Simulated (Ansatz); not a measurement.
Start from CuAu (space group P4/mmm, No. 123; relaxed with 0.1 eV smearing).

```
CuAu
1.0
    2.81285     0.00000     0.00000
    0.00000     2.81285     0.00000
    0.00000     0.00000     3.59296
Cu Au
1 1
Direct
  0.00000   0.00000   0.00000
  0.50000   0.50000   0.50000
```

Cartesian axes are those of the cell as printed.

All numbers come from Kohn–Sham DFT with the PBEsol functional, run in Ansatz (an electronic-structure program) with PAW and 420 eV plane waves, no spin-orbit coupling.

One thing is altered: a pure shear with ε_xz = ε_zx = 0.0114; the atoms relax in the strained cell.

Problem. Predict the stress tensor and what it implies for the stiffness.

Solution. Stress of the strained cell less that of the base (GPa, compression positive):
```
    0.1     0.0    -1.6
    0.0     0.1     0.0
   -1.6     0.0     0.1
```

Then −Δσ/γ with γ = 2ε = 0.0228 gives relaxed-ion elastic constants: C55 ≈ 72 GPa.

Stability against distortions was not tested. All final runs are without spin polarisation.
